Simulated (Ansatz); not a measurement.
Consider SnBr₂ in the fluorite structure (space group Fm-3m, No. 225; a = 7.1783 Å; a hypothetical phase, not in the database extracts checked). Axes: x, y, z lie along the cube axes.

All numbers come from plane-wave PAW DFT at the PBEsol level (Ansatz, an electronic-structure program, 420 eV), without spin-orbit coupling.

A first run, uniaxial strain ε_xx = −2.50 %, gives secant values C11 ≈ 77 GPa and C12 ≈ 23 GPa from its stress. A second run applies isotropic strain −1.35 %.

### Question
What does linear elasticity predict for the bulk modulus −ΔP/(ΔV/V₀) in the second run, and what does the run give?

### Answer
Linear elasticity: (C11 + 2 C12)/3 = 41 GPa. The run gives 42 GPa; any difference comes from nonlinear terms at these strains and numerical noise.

No phonon test of stability was made.
